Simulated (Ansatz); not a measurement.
The reference is BeTe in the zinc blende structure (space group F-43m, No. 216).

```cif
data_BeTe
_chemical_formula_sum 'Be1 Te1'
_space_group_name_H-M_alt 'P 1'
_space_group_IT_number 1
_cell_length_a 3.92744
_cell_length_b 3.92744
_cell_length_c 3.92744
_cell_angle_alpha 60.000
_cell_angle_beta 60.000
_cell_angle_gamma 60.000
loop_
_space_group_symop_operation_xyz
  'x, y, z'
loop_
_atom_site_label
_atom_site_type_symbol
_atom_site_fract_x
_atom_site_fract_y
_atom_site_fract_z
_atom_site_occupancy
Be1 Be 0.00000 0.00000 0.00000 1
Te1 Te 0.25000 0.25000 0.25000 1
```

Method: plane-wave PAW DFT at the LDA level (Ansatz, an electronic-structure program, 420 eV), without spin-orbit coupling.

One change was made to it. Results:

```tsv
quantity	base	after
smallest direct gap	3.59 eV	3.47 eV
electron mass	1.3 mₑ along k, 0.24 mₑ across (at X)	1.2 mₑ along k, 0.23 mₑ across (at X)
band gap	1.79 eV	1.49 eV
volume per atom	21.42 Å³	19.14 Å³
```

**Question.** What was done to the base?
(A) pressure 30 GPa
(B) pressure 0.9 GPa
(C) pressure 22.5 GPa
(D) pressure 9 GPa

**Answer.** D, pressure 9 GPa. For comparison, the band gap in the other runs: pressure 30 GPa gives 0.98 eV; pressure 22.5 GPa gives 1.14 eV; pressure 0.9 GPa gives 1.76 eV.

Spin-orbit coupling, missing from the scalar runs, can matter with Te. Load acts through the strain it causes; cell and atoms are relaxed under it. Masses are band curvatures over ±0.01 Å⁻¹ around the edge. Along k means along the line from Γ to the band edge. Stability against distortions was not tested. Competing high-pressure phases were not computed.
